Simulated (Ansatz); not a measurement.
Hf: response to strain

The reference is Hf in the hcp (Mg type) structure (space group P6_3/mmc, No. 194; a = 3.159 Å, c = 5.000 Å). Axes: x lies along a and z along c of the hexagonal cell.

Strains are applied to the cell and any free atomic positions relax; under biaxial strain the out-of-plane vector relaxes too.

Computed with Kohn–Sham DFT with the PBEsol functional, run in Ansatz (a quantum-chemistry and plane-wave program) with PAW and 420 eV plane waves, no spin-orbit coupling.

Notes on the quantities. pressure: mean of the normal stresses, compression positive; energy relative to the base: free energy F.

```tsv
case	pressure	energy relative to the base	shortest interatomic distance
base	0.0 GPa	0 meV/atom	3.095 Å
biaxial strain +0.93 %, plane normal [001], relaxed out of plane	-1.3 GPa	–	3.092 Å
biaxial strain +4.07 %, plane normal [001], relaxed out of plane	-5.0 GPa	–	3.084 Å
isotropic strain −1.98 %	7.5 GPa	+28 meV/atom	3.033 Å
isotropic strain +0.74 %	-2.4 GPa	+3.7 meV/atom	3.117 Å
isotropic strain +3.46 %	-9.7 GPa	+76 meV/atom	3.202 Å
isotropic strain +5.08 %	-13.1 GPa	+158 meV/atom	3.252 Å
isotropic strain +5.25 %	-13.4 GPa	+168 meV/atom	3.257 Å
uniaxial strain ε_zz = −5.26 %	7.2 GPa	+42 meV/atom	2.989 Å
tensor shear ε_xz = −1.12 %	0.0 GPa	+1.8 meV/atom	3.066 Å
```

Without a gap, meshes like the base's 17×17×9 leave anisotropic stresses uncertain by several tenths of a GPa, and small strain energies with them. Whether these cells are dynamically stable was not tested. All final runs are without spin polarisation.
